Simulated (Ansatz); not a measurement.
Worked sum: formation energy of Os_Cu in Cu (fcc, Fm-3m)

Consider the formation energy of Os_Cu in Cu (fcc, Fm-3m). Reaction: Os (hcp) + 63 Cu (fcc) → cell A.

A: a supercell of 64 sites of Cu (fcc, Fm-3m) with Os on a Cu site (12 Cu at 2.58 Å); spin state with PBE: run without spin.

Method: Ansatz (an electronic-structure program), PAW, neutral cells at 0 K with nuclei at rest, on structures from PBE. Ansatz runs with its PAW set soft_1. Other levels take these structures. The lattices are those relaxed with PBE, so at other levels the solids can be strained. Larger cells are relaxed from a start prepared with the learned potential CHGNet, on a coarser mesh till forces fall under 0.03 eV/Å, which some starts already meet. A dispersion term (D3(BJ), or D4 for r2SCAN) was computed beside these levels and is taken off wherever the name lacks it. Space groups of crystals are read within 0.01 Å. Spin-orbit coupling is left out. Mesh and cell size may move defect energies by 0.1 eV or more. Cell A has symmetry Fm-3m within 0.02 Å and got no random move, so less symmetric positions, which may lie lower, weren't tried.

Total energies of the cells in eV, at zero smearing width. They compare only within one column; the weights balance every element.

```tsv
cell	atoms	weight	r2SCAN
A: Cu:Os_Cu	64	+1	-429165.71474
Os (hcp)	2	−1/2	-22797.63129
Cu (fcc)	64	−63/64	-424399.64151
```

r2SCAN: (-429165.71474) − 1/2 × (-22797.63129) − 63/64 × (-424399.64151) = 1.498 eV.

What follows from the r2SCAN value: With the reservoirs of the reaction as written, and without entropy terms or charged states, the share of sites that hold the defect in equilibrium is exp(−1.50 eV/k_BT) = 2.8×10^-8 at 1000 K.
